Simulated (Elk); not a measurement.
Band structure of Ga3P (I4/mmm, 4 atoms in the cell).

```
CELL_PARAMETERS angstrom
     -1.88304     1.88304     5.19306
      1.88304    -1.88304     5.19306
      1.88304     1.88304    -5.19306
ATOMIC_POSITIONS crystal
  Ga 0.75000 0.25000 0.50000
  Ga 0.25000 0.75000 0.50000
  Ga 0.50000 0.50000 0.00000
  P  0.00000 0.00000 0.00000
```

Computed with PBEsol, all-electron FP-LAPW, Elk's shipped species files, default APW+lo basis in Elk 10.2.4.

Settings: xctype = 22; rgkmax = 7; stype = 3; swidth = 0.00367493 Ha; ngridk = 8 8 8; rmtscf = 0.98.

The starting cell comes from a database of computed structures (which also holds hypothetical and non-ambient phases and stackings), without a prior relaxation at this level. Values depend on the basis (sphere radii, cutoffs, local orbitals), which need not be converged. The run gives no clean gap (levels at the Fermi energy touch, overlap or are partly filled at this smearing), which alone does not show that the compound is a metal.

Levels in eV from the Fermi level, bands 19 to 26:
```
point     19     20     21     22     23     24    25    26
-----  -----  -----  -----  -----  -----  -----  ----  ----
Γ      -2.09  -1.88  -1.88   0.24   0.24   0.70  1.94  2.65
X      -5.09  -4.69  -4.24  -2.12  -1.72  -0.45  0.94  4.23
Y      -5.81  -4.14  -2.96  -2.05  -1.60  -0.36  1.04  3.97
S      -4.28  -1.73  -0.74   1.18   1.72   2.21  2.79  3.64
Z      -2.42  -2.42  -0.26   0.12   1.32   1.57  1.57  4.10
S1     -4.28  -1.73  -0.74   1.18   1.72   2.21  2.79  3.64
N      -5.84  -0.96  -0.49  -0.21   1.91   2.30  2.43  3.87
P      -5.63  -3.35  -3.35  -3.30  -3.19   0.88  2.71  2.71
Y1     -5.81  -4.14  -2.96  -2.05  -1.60  -0.36  1.04  3.97
```

Bands cross the Fermi level along this path, so the cell is metallic at this level.
